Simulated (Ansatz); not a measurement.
Take SrTiO3 in the cubic perovskite structure (space group Pm-3m, No. 221; a = 3.8542 Å) as the base. Axes: x, y, z lie along the cube axes.

Structures relaxed with LDA in Ansatz (plane waves to 420 eV, PAW, spin-orbit coupling left out).

Base:

Simulated powder pattern, Cu Kα1, λ = 1.54056 Å (kinematic, ideal powder, no thermal factors, no anomalous dispersion; the 10 strongest lines at most, above 2 %, up to 2θ = 90°):

```tsv
2θ (°)	I/Imax (%)	hkl
23.06	3.9	(100)
32.84	100	(110)
40.51	21	(111)
47.12	41	(200)
53.09	2.9	(210)
58.62	37	(211)
68.84	23	(220)
78.40	16	(310)
83.03	6.3	(311)
87.63	7.7	(222)
```

After one change:

Simulated powder pattern, Cu Kα1, λ = 1.54056 Å (kinematic, ideal powder, no thermal factors, no anomalous dispersion; the 10 strongest lines at most, above 2 %, up to 2θ = 90°):

```json
[
 {"2θ (°)": "32.96", "I/Imax (%)": "100"},
 {"2θ (°)": "33.45", "I/Imax (%)": "48"},
 {"2θ (°)": "40.87", "I/Imax (%)": "31"},
 {"2θ (°)": "46.58", "I/Imax (%)": "21"},
 {"2θ (°)": "48.04", "I/Imax (%)": "39"},
 {"2θ (°)": "58.55", "I/Imax (%)": "19"},
 {"2θ (°)": "59.49", "I/Imax (%)": "36"},
 {"2θ (°)": "69.14", "I/Imax (%)": "23"},
 {"2θ (°)": "70.29", "I/Imax (%)": "11"},
 {"2θ (°)": "88.59", "I/Imax (%)": "11"}
]
```

Question: Name the change that was made.
A) biaxial strain −1.80 %, plane normal [001], relaxed out of plane
B) biaxial strain −2.40 %, plane normal [001], relaxed out of plane
C) biaxial strain −3.00 %, plane normal [001], relaxed out of plane
D) biaxial strain −1.20 %, plane normal [001], relaxed out of plane

Answer: A, biaxial strain −1.80 %, plane normal [001], relaxed out of plane. Its volume per atom is 11.16 Å³ against 11.45 Å³, and its space group is P4/mmm (No. 123).

No phonon test of stability was made. The final runs are not spin-polarised. Many cubic perovskites are stable only at high temperature; tilts and polar distortions were not tested.

Ansatz is a program for electronic structure.
